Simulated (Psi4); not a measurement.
Psi4 1.11, unrestricted WB97X/def2-svpd: hydrogen bromide anion (Br), charge -1, multiplicity 2, 2 atoms. The geometry is a generated start, not checked to be a minimum at this level.

```json
{
  "task": "energy",
  "method": "wb97x",
  "basis": "def2-svpd",
  "memory": "3 GB",
  "maxiter": "100",
  "keys_of_the_molecule_block": "symmetry c1",
  "scf_type": "df (default)",
  "guess": "auto, which took SAD (default)",
  "scf_initial_accelerator": "adiis (default)",
  "e_convergence": "1e-06 (default)",
  "d_convergence": "1e-06 (default)",
  "dft_radial_points": "75 (default)",
  "dft_spherical_points": "302 (default)",
  "basis_functions": "49",
  "grid_points": "43972"
}
```

```xyz
2

Br     0.7009    -0.0161     0.0084
H     -0.7009     0.0161    -0.0084
```

Charge -1 and multiplicity 2 are set for this test and not shown to be the ground state.

One run each on 2 threads. Values of diis_max_vecs tried: 3, 6, 10 (default), 20.

Problem. Predict the course of the SCF iterations along this series.

Solution. Fewest SCF iterations, within one of each other: 6 with 12, 10 (default) with 11, 20 with 11. The count rises to 17 at 3. All converge to one solution.

| diis_max_vecs | SCF iterations | end |
|---|---|---|
| 3 | 17 | same solution |
| 6 | 12 | same solution |
| 10 (default) | 11 | same solution |
| 20 | 11 | same solution |
